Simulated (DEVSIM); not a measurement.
System: Schottky contact on n-type GaN, at 300 K.

Layer 1 from the left is GaN, thickness (μm) 1.80, Nd (cm⁻³) 4.4e16, τn (s) 7.7e-8, τp (s) 7.7e-8. Layer 2 from the left is GaN, thickness (μm) 24.0, Nd (cm⁻³) 1e18, τn (s) 7.7e-8, τp (s) 7.7e-8.

Left contact: Schottky, work function 5.2 eV, emission velocity 3.4e6 cm/s. Right contact: ohmic. Voltage is applied to the left contact. Recombination: SRH at mid-gap. Mobility is μmin + (μ − μmin)/(1 + (N/Nref)^α).

Constants are typed, rounded textbook-type inputs, not results; the design itself was drawn at random and stands for no fabricated device. Values at 300 K.

GaN: gap (eV) 3.43, affinity (eV) 4.1, permittivity 9.5, Nc (cm⁻³) 2.3e18, Nv (cm⁻³) 4.6e19, μn (cm²/Vs) 1200, μp (cm²/Vs) 100, μn,min 55, μp,min 3, Nref,n 2e17, Nref,p 3e17, αn 1, αp 2.

Simulated with DEVSIM: 1D drift-diffusion, Boltzmann statistics, complete ionisation; no tunnelling, impact ionisation, image-force lowering or self-heating. Metal contacts follow the ideal Schottky-Mott rule: no Fermi-level pinning, no interface dipoles.

**Question.** What does the simulation give for the dark forward voltage at 100 A/cm², the dark forward voltage at 1 A/cm², the potential step across the device at zero bias?

**Answer.** dark forward voltage at 100 A/cm² 0.869 V; dark forward voltage at 1 A/cm² 0.739 V; potential step across the device at zero bias 1.078 V.
